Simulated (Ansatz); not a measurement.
Cubic perovskite BaLiF₃, treated with r²SCAN+rVV10 (Ansatz, a quantum-chemistry and plane-wave program, plane waves, PAW).

Settings: plane-wave cutoff 560 eV, 8×8×8 k mesh, Fermi–Dirac smearing 0.01 eV, scalar-relativistic PAW data made under PBE.

Energies at three volumes about the minimum:

| V (Å³/atom) | E − E_lowest (meV/atom) |
|---|---|
| 12.170 | 1.35 |
| 12.418 | 0.00 |
| 12.667 | 1.27 |

Fit a parabola by hand: where is the minimum, what lattice constant follows, and what is the bulk modulus?

Slopes: (0.00 − 1.35)/(12.418 − 12.170) = -5.444 and (1.27 − 0.00)/(12.667 − 12.418) = 5.100 meV/Å³. Curvature E″ = 2 × (5.100 − (-5.444))/(12.667 − 12.170) = 42.431 meV/Å⁶. From the middle of the first interval, the slope vanishes at V0 = 12.2940 − (-5.444)/42.431 = 12.422 Å³/atom. B = V0 E″ = 12.422 × 42.431 meV/Å³ × 0.1602 GPa per meV/Å³ = 84.4 GPa. With 5 atoms in the cube, a = (5 × 12.422)^(1/3) = 3.960 Å. The full Birch–Murnaghan fit to all volumes gives V0 = 12.418 Å³/atom and B0 = 84.3 GPa.

Note: the relaxation could not lower the start's symmetry, so the cell can be a saddle point above a distorted one.
